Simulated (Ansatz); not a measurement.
# What uniaxial strain ε_zz = +3.00 % does to HfS2

The reference is HfS2 in the CdI2 type structure (space group P-3m1, No. 164; a = 3.606 Å, c = 5.768 Å; layered, stacked along the Cartesian z axis). Axes: x lies along a and z along c of the hexagonal cell.

One thing is altered: the cell is stretched by 3.00 % along z with no lateral relaxation; the atoms relax in the strained cell.

The values are results of PBE-D3(BJ)/PAW in Ansatz (an electronic-structure program), spin-orbit coupling left out, not measurements. k-mesh 11×11×6 (Γ-centred); smearing 0.05 eV (Fermi–Dirac).

```csv
quantity,base,changed,shift
volume per atom,21.65 Å³,22.30 Å³,+0.65 Å³
space group,P-3m1 (No. 164),P-3m1 (No. 164),–
shortest interatomic distance,2.541 Å,2.543 Å,+0.0028 Å
energy relative to the base (free energy F),0 meV/atom,+2.2 meV/atom,+2.2 meV/atom
"pressure (mean of the normal stresses, compression positive)",0.00 GPa,-0.44 GPa,-0.44 GPa
band gap,0.85 eV,1.00 eV,+0.15 eV
gap character,"indirect, Γ → L","indirect, k = (0, 0.091, 0) in the run's primitive reciprocal basis → L",–
smallest direct gap,1.81 eV,1.88 eV,+0.07 eV
largest internal atomic displacement,–,0.039 Å,–
"stress (xx, yy, zz, yz, xz, xy; compression positive)",–,"(-0.16, -0.16, -1.00, 0.00, 0.00, 0.00) GPa",–
```

Cost of the whole job for the changed cell (relaxation, final SCF and bands): very roughly 50 core-seconds.

With Hf present, leaving out spin-orbit coupling can change the band edges. Stability against distortions was not tested.
